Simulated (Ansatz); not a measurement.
# AlNi in the CsCl type structure (space group Pm-3m, No. 221; non-magnetic)

```yaml
crystal:
  lattice:
    - [2.89266, 0.00000, 0.00000]
    - [0.00000, 2.89266, 0.00000]
    - [0.00000, 0.00000, 2.89266]
  atoms:
    - { symbol: Al, position: [0.00000, 0.00000, 0.00000] }
    - { symbol: Ni, position: [0.50000, 0.50000, 0.50000] }
```

Calculations: Kohn–Sham DFT with the PBE functional, run in Ansatz (a first-principles code) with PAW and 420 eV plane waves, scalar-relativistic without spin-orbit coupling, earlier PAW set. Γ-centred 16×16×16 mesh, Fermi–Dirac width 0.05 eV.

```yaml
volume_per_atom: 12.10 Å³
density: 5.88 g/cm³
band_gap: zero
total_energy: -3189.269 eV/atom (σ→0; compares only within this code and set-up)
```

Stability against distortions was not tested. Starting moments died away, wholly or in part, for the base; another magnetic solution may exist. The final runs are not spin-polarised.
